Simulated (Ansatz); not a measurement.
Base system: Al in the fcc (Cu type) structure (space group Fm-3m, No. 225; a = 3.994 Å; relaxed with 0.1 eV smearing). Axes: x, y, z lie along the cube axes.

All numbers come from r2SCAN, PAW, 500 eV (Ansatz, a program for electronic structure; spin-orbit coupling left out).

The change: an isotropic linear strain of −2.00 %, atoms relaxed at fixed cell.

Predict the stress tensor and what it implies for the stiffness.

Stress of the strained cell less that of the base (GPa, compression positive):
```
    6.4     0.0     0.0
    0.0     6.4     0.0
    0.0     0.0     6.4
```

Then B = −ΔP/(ΔV/V₀) with ΔV/V₀ = -0.0588 gives secant stiffness values (nonlinear terms included at this strain): B ≈ 109 GPa.

As a check, the harmonic strain energy −½ V₀ Δσ:ε is 19 meV/atom; the computed energy rise is 18 meV/atom.

No phonon test of stability was made.
